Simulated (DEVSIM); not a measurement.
Device: abrupt Ge n-p junction, at 350 K.

| layer (left to right) | material | thickness (μm) | Nd (cm⁻³) | Na (cm⁻³) | τn (s) | τp (s) |
|---|---|---|---|---|---|---|
| 1 | Ge | 2.10 | 5.4e17 | - | 2.3e-6 | 2.3e-6 |
| 2 | Ge | 2.20 | - | 1.8e16 | 2.3e-6 | 2.3e-6 |

Left contact: ohmic. Right contact: ohmic. Voltage is applied to the left contact. Recombination: SRH at mid-gap, radiative. Mobility is μmin + (μ − μmin)/(1 + (N/Nref)^α).

The device is made up for the run: typed textbook-type constants, with dimensions and the other settings drawn at random. Values at 300 K; Nc and Nv go as T^1.5, mobilities as T to minus their exponent, the gap by Varshni's rule with the affinity fixed.

| parameter | Ge |
|---|---|
| gap (eV) | 0.664 |
| affinity (eV) | 4 |
| permittivity | 16 |
| Nc (cm⁻³) | 1.04e19 |
| Nv (cm⁻³) | 6e18 |
| μn (cm²/Vs) | 3900 |
| μp (cm²/Vs) | 1900 |
| μn,min | 150 |
| μp,min | 100 |
| Nref,n | 2.6e17 |
| Nref,p | 4e17 |
| αn | 0.56 |
| αp | 0.6 |
| T exponent of μn | 1.66 |
| T exponent of μp | 2.33 |
| B (cm³/s) | 6.4e-14 |
| Varshni α (eV/K) | 0.000477 |
| Varshni β (K) | 235 |

Model (solved in DEVSIM): 1D drift-diffusion, Boltzmann statistics, complete ionisation; no tunnelling, impact ionisation, image-force lowering or self-heating.

Task: Tabulate band edges, carrier densities and field at zero bias.

Result: Energies count from the Fermi level of the right contact; mesh points crowd at the junctions.

```csv
x (μm),Ec (eV),Ev (eV),n (cm⁻³),p (cm⁻³),field (V/cm)
0.000,0.096,-0.548,5.4e17,9.7e10,≈ 0
0.02383,0.096,-0.548,5.4e17,9.7e10,≈ 0
0.06705,0.096,-0.548,5.4e17,9.7e10,≈ 0
0.1559,0.096,-0.548,5.4e17,9.7e10,≈ 0
0.4093,0.096,-0.548,5.4e17,9.7e10,≈ 0
0.8299,0.096,-0.548,5.4e17,9.7e10,≈ 0
1.403,0.096,-0.548,5.4e17,9.7e10,≈ 0
1.825,0.096,-0.548,5.4e17,9.7e10,≈ 0
1.972,0.096,-0.548,5.4e17,9.7e10,≈ 0
2.047,0.096,-0.548,5.4e17,9.7e10,43
2.084,0.101,-0.543,4.6e17,1.1e11,7000
2.111,0.180,-0.464,3.3e16,1.6e12,35000
2.145,0.280,-0.364,1.2e15,4.4e13,25000
2.212,0.403,-0.242,2.1e13,2.5e15,12000
2.404,0.462,-0.183,3.0e12,1.8e16,150
2.698,0.462,-0.182,2.9e12,1.8e16,≈ 0
3.286,0.462,-0.182,2.9e12,1.8e16,≈ 0
3.776,0.462,-0.182,2.9e12,1.8e16,≈ 0
4.106,0.462,-0.182,2.9e12,1.8e16,≈ 0
4.209,0.462,-0.182,2.9e12,1.8e16,≈ 0
4.266,0.462,-0.182,2.9e12,1.8e16,≈ 0
4.300,0.462,-0.182,2.9e12,1.8e16,≈ 0
```
